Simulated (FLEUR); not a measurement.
FLEUR run on La3Pb (Pm-3m, 4 atoms in the cell): self-consistent single point.

Method of the run: PBEsol, all-electron FLAPW (FLEUR), scalar-relativistic valence in FLEUR.

The change in words: lattice scaled by 0.98. Reference geometry:
```yaml
crystal:
  lattice:
    - [5.03375, 0.00000, 0.00000]
    - [0.00000, 5.03375, 0.00000]
    - [0.00000, 0.00000, 5.03375]
  atoms:
    - { symbol: La, position: [0.50000, 0.50000, 0.00000] }
    - { symbol: La, position: [0.00000, 0.50000, 0.50000] }
    - { symbol: La, position: [0.50000, 0.00000, 0.50000] }
    - { symbol: Pb, position: [0.00000, 0.00000, 0.00000] }
```

Reference input (self-consistent single point, DFT, PBEsol, all-electron FLAPW (FLEUR), scalar-relativistic valence): Kmax = 3.8 1/bohr; GmaxXC = 13.3 1/bohr; xcFunctional = PBEs; jspins = 1; l_soc = F; mode = hist; fermiSmearingEnergy = 0.00367493 Htr; mesh (inpgen div1-3) = 9 9 9; inpgen gamma flag = false; Gmax = 13.3 1/bohr; numbands = 0; maxIterBroyd = 99. This run's input differs from it in these lines:

```diff
@@ -3,5 +3,5 @@
 &input film=f /
-9.5124051004 0.0000000000 0.0000000000
-0.0000000000 9.5124051004 0.0000000000
-0.0000000000 0.0000000000 9.5124051004
+9.3221569228 0.0000000000 0.0000000000
+0.0000000000 9.3221569228 0.0000000000
+0.0000000000 0.0000000000 9.3221569228
 1.0
@@ -46,5 +46,5 @@
          <bravaisMatrix>
-            <row-1>    9.5124051004000005     0.0000000000000000     0.0000000000000000</row-1>
-            <row-2>    0.0000000000000000     9.5124051004000005     0.0000000000000000</row-2>
-            <row-3>    0.0000000000000000     0.0000000000000000     9.5124051004000005</row-3>
+            <row-1>    9.3221569227999996     0.0000000000000000     0.0000000000000000</row-1>
+            <row-2>    0.0000000000000000     9.3221569227999996     0.0000000000000000</row-2>
+            <row-3>    0.0000000000000000     0.0000000000000000     9.3221569227999996</row-3>
          </bravaisMatrix>
```

Output, abridged:

```
 Iteration:     1   Distance:       5.41985904 me/bohr^3
 Iteration:     2   Distance:       5.02411413 me/bohr^3
 Iteration:     3   Distance:       2.33889341 me/bohr^3
 Iteration:     4   Distance:       0.49484504 me/bohr^3
 Iteration:     5   Distance:       0.34997656 me/bohr^3
   [... 6 lines left out ...]
 Iteration:    12   Distance:       0.00018558 me/bohr^3
 Iteration:    13   Distance:       0.00015896 me/bohr^3
 Iteration:    14   Distance:       0.00003647 me/bohr^3
 Iteration:    15   Distance:       0.00000567 me/bohr^3
 Run finished successfully
 Stop message:
   Structural relaxation: Done

[file out, last iteration]
             iter=     16
[...]
          total density-effective poten   -8.0252976636E+04
          total charge density-energy d   -9.8744604088E+02
 Updated energy parameters for spin:           1
[...]
 fermi energy and band-weighting factors:

[...]
FERMIE:
          first approx. to ef    (T=0)  :   0.433084 htr   (energy of the highest occ. eigenvalue)
          number of occ. states  (T=0)  :        829
          first approx. to seigv (T=0)  :  -4.602085 htr
          sum of weights of occ. states :  23.550069
          sum of semicore charge        :   0.000000 e
FERHIS:  Fermi-Energy by histogram:
          bandgap                     :   0.001986 htr
   [... lines left out ...]
          charge neutrality (T=0)     :   0.100137    (zero if the highest occ. eigenvalue is "entirely" occupied)
     EF_NEWTON:  Adjust Fermi-Energy by Newton-Method.
 Direct bandgap for spin            1 :    4.0668956473742801E-003  Htr
 ---->    free energy=                    -46406.3096631649 htr
   [... lines left out ...]
      extrapolation for T->0
 ---->    total electron energy=          -46406.3068070997 htr
 ***** TOTAL FORCES ON ATOMS *****
 TOTAL FORCE FOR ATOM TYPE=  1  X=  4.661   Y=  4.661   Z=  0.000
                       FX_TOT= 0.000000 FY_TOT= 0.000000 FZ_TOT= 0.000000
 TOTAL FORCE FOR ATOM TYPE=  2  X=  0.000   Y=  0.000   Z=  0.000
                       FX_TOT= 0.000000 FY_TOT= 0.000000 FZ_TOT= 0.000000
 Structural relaxation: Done
```

The run converged in 15 iterations. FLEUR gives forces in its relaxation mode, with a further iteration, so its stop message speaks of a relaxation. Against the reference run the free energy goes up by 3.4 meV/atom.

The starting cell comes from a database of computed structures (which also holds hypothetical and non-ambient phases and stackings), without a prior relaxation at this level. Its lattice was rescaled by a random factor within 2.5 % of one. For this run, on top of that: lattice scaled by 0.98. Spin-orbit coupling is off. Values depend on the basis (sphere radii, cutoffs, local orbitals), which need not be converged. The log's line on a gap gives a spacing of levels on this mesh, which the program prints for metals too.

Cost on one core of a shared machine: roughly 6 min.
